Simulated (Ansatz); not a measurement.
MgInGaO4 (model structure, started from the InGaZnO4 type, R3m, No. 160, 7 atoms in the cell), treated with PBEsol in Ansatz (PAW).

Numerical settings: plane-wave cutoff 520 eV, 12×12×12 k mesh, Fermi–Dirac smearing 0.01 eV, scalar-relativistic PAW data made under PBE.

Cell (relaxed with PBEsol):

```
CELL_PARAMETERS angstrom
      1.67182     0.96523     8.43247
     -1.67182     0.96523     8.43247
      0.00000    -1.93045     8.43247
ATOMIC_POSITIONS crystal
  In 0.99797 0.99797 0.99797
  Ga 0.21237 0.21237 0.21237
  Mg 0.78448 0.78448 0.78448
  O  0.13510 0.13510 0.13510
  O  0.87602 0.87602 0.87602
  O  0.28857 0.28857 0.28857
  O  0.70549 0.70549 0.70549
```

Problem. What does this level give for the band gap and smallest direct gap on the k points sampled?

Solution. 
* **band gap**: 2.08 eV
* **smallest direct gap on the k points sampled**: 2.21 eV

Note: the relaxation could raise the start's symmetry but not lower it, so the cell can be a saddle point.

Spin–orbit coupling is not included.

Computed values are for the static lattice.

A model structure was made by putting elements into a prototype or built by hand; it is no filed structure, need not be a known phase, and can be a saddle point held by its symmetry.

Ansatz is a first-principles code.
